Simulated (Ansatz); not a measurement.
An Ansatz (a first-principles code) input (PBE in Ansatz (plane waves to 420 eV, PAW, without spin-orbit coupling)):

Ansatz 0.2 input:
```yaml
crystal:
  lattice:
    - [-1.7395393712, 1.7395393712, 5.8834660179]
    - [1.7395393712, -1.7395393712, 5.8834660179]
    - [1.7395393712, 1.7395393712, -5.8834660179]
  atoms:
    - { symbol: Nb, position: [0.9988903698, 0.9988903698, 0] }
    - { symbol: Nb, position: [0.7488903698, 0.2488903698, 0.5] }
    - { symbol: As, position: [0.4171096302, 0.4171096302, 0] }
    - { symbol: As, position: [0.1671096302, 0.6671096302, 0.5] }
basis: { ecutwfc: 420, ecutrho_ratio: 4, xc_grid: 2, fft_grid_basis: typed }
kpoints: { mp_grid: { grid: [23, 23, 23] } }
hamiltonian:
  xc: pbe
  dispersion: none
  pseudopotentials: { kind: paw }
scf: { occupations: { method: fermi_dirac, width: 0.1 }, convergence: { dr2_threshold: 0.0000000004 } }
relax: { f_tol: 0.005, max_steps: 50 }
output: { forces: true, stress: true }
checkpoint: { write: state.ck, write_every: 1000 }
```

Question: Which symmetry and how many k-points will the program report, and about how many plane waves at Γ?

Answer: Space group I41md (ITA 109) with 8 operations, k-points 936 of 12167, and 1395 plane waves at Γ.

Question: And the final pressure?

Answer: -0.72 GPa (compression positive).

The cells carry an imposed strain or load. Whether these cells are dynamically stable was not tested. All final runs are without spin polarisation. The cell was made from NbAs (space group I4_1md, No. 109) by this change: isotropic strain +0.15 %.
